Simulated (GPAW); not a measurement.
A self-consistent single point of CaSiAu (P-6m2, 3 atoms in the cell) with GPAW.

Level of theory: LDA (Perdew-Wang 92), GPAW PAW datasets LDA (gpaw-data 1.0.1) (plane waves; GPAW).

```
CELL_PARAMETERS angstrom
      4.32759     0.00000     0.00000
     -2.16379     3.74780     0.00000
      0.00000     0.00000     3.94250
ATOMIC_POSITIONS crystal
  Ca 0.00000 0.00000 0.00000
  Si 0.66667 0.33333 0.50000
  Au 0.33333 0.66667 0.50000
```

Reference input (self-consistent single point, DFT PBEsol, plane waves, GPAW PAW datasets PBEsol (made by gpaw-setup)): mode = pw; ecut = 550 eV; xc = PBEsol; kpts = 6 6 6; mesh shift (steps) = 0 0 0; occupations.name = methfessel-paxton; occupations.width = 0.136 eV; occupations.order = 0; nbands = -11; symmetry.symmorphic = false; symmetry.tolerance = 0.0005; maxiter = 120. This run's input differs from it in these lines:

```diff
@@ -14,3 +14,3 @@
 calc = GPAW(mode=PW(550),
-            xc='PBEsol',
+            xc='LDA',
             kpts={'size': (6, 6, 6), 'gamma': True},
```

Its files differ too (potentials: GPAW PAW datasets LDA (gpaw-data 1.0.1)).

Log, with long lists cut:

```
     iter     time        total  log10-change:
                         energy   eigst   dens
iter:   1 --:--:--   -16.231472
iter:   2 --:--:--   -15.960010   -0.78  -1.21
iter:   3 --:--:--   -14.936559   -1.29  -1.26
iter:   4 --:--:--   -14.898286   -1.98  -1.50
iter:   5 --:--:--   -14.878568   -2.61  -1.57
iter:   6 --:--:--   -14.828040   -2.52  -2.00
iter:   7 --:--:--   -14.837410   -2.82  -2.34
iter:   8 --:--:--   -14.825714c  -2.92  -2.29
iter:   9 --:--:--   -14.827048c  -4.08  -3.14
iter:  10 --:--:--   -14.825076c  -4.12  -2.89
iter:  11 --:--:--   -14.825017c  -5.32  -3.31
iter:  12 --:--:--   -14.825003c  -6.03  -3.42
iter:  13 --:--:--   -14.824996c  -6.65  -3.45
iter:  14 --:--:--   -14.824976c  -5.91  -3.47
iter:  15 --:--:--   -14.824972c  -7.45c -3.59
iter:  16 --:--:--   -14.824953c  -6.69  -3.65
iter:  17 --:--:--   -14.824950c  -7.15  -3.95
iter:  18 --:--:--   -14.824949c  -7.83c -4.11c
Converged after 18 iterations.

Dipole moment: (-0.182294, 0.105248, 0.000000) |e|*Ang

Energy contributions relative to reference atoms: (reference = -542638.698973)

Kinetic:        -10.356928
Potential:      +10.500725
External:        +0.000000
XC:             -14.559478
Entropy (-ST):   -0.008827
Local:           -0.404855
SIC:             +0.000000
--------------------------
Free energy:    -14.829363
Extrapolated:   -14.824949

Showing only first 2 kpts
 Kpt  Band  Eigenvalues  Occupancy
  0    10      6.89502    0.00572
  0    11      7.09429    0.00000
  0    12      7.09432    0.00000
  0    13      7.46080    0.00000

  1    10      5.61051    2.00000
  1    11      7.34082    0.00000
  1    12      7.34085    0.00000
  1    13      7.85458    0.00000

Fermi level: 6.62926

No gap
No difference between direct/indirect transitions
Energy (eV): -14.824949

Forces in eV/Ang:
  0 Ca    0.00000    0.00000    0.00000
  1 Si    0.00000    0.00000    0.00000
  2 Au    0.00000   -0.00000    0.00000

Stress tensor:
     0.028926     0.000000     0.000000
     0.000000     0.028926     0.000000
     0.000000     0.000000     0.016996
Stress (GPa, Voigt): [4.6345 4.6345 2.7231 0.     0.     0.    ]
```

The run converged in 18 iterations. GPAW prints stress with tension positive. Against the reference run the pressure goes from -1.48 to -4.00 GPa.

The starting cell comes from a database of computed structures (which also holds hypothetical and non-ambient phases and stackings), without a prior relaxation at this level. With a pressure of about -4 GPa the cell is away from its equilibrium volume at this level.

Cost on one core of a shared machine: roughly 30 s.
